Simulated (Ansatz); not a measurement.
Consider interstitial H in ferroelectric LiNbO3, charge state +1. The step: H moves alone to another site; the atom moves 2.17 Å along (0.20, -0.07, -0.13) of the unit cell; the moving atom starts with neighbours Li at 2.07; O at 0.99, O at 1.81 Å and ends with Li at 1.99; O at 1.00, O at 1.72 Å. DFT values are from Ansatz (plane-wave PAW, 420 eV unless said) in a cell of 120 host sites, spin-restricted, static, with no finite-size correction. The charge state is imposed; whether it is stable for some Fermi level was not computed. Sites that were not tried may lie lower. For the PBE band: the check of the saddle point's order was inconclusive.

```
Level                                                                      Forward barrier (eV)  Cost of the band or of the saddle's single point
-------------------------------------------------------------------------  --------------------  ------------------------------------------------
CHGNet universal potential (has no charge state), its own band                             0.34                                                 -
PBE, the Γ point alone, band relaxed                                                       0.47                      very roughly 50 core-minutes
PBE, a 2×2×2 k-point mesh shifted by half a step along c, same geometries                  0.47                            roughly 9 core-minutes
r2SCAN at 500 eV, the Γ point alone, same geometries                                        ___                          roughly 2.7 core-minutes
```

**Question.** Some entries are withheld; supply them.

**Answer.** 
- r2SCAN at 500 eV, the Γ point alone, same geometries, Forward barrier (eV): 0.45

Ansatz is a quantum-chemistry and plane-wave program.
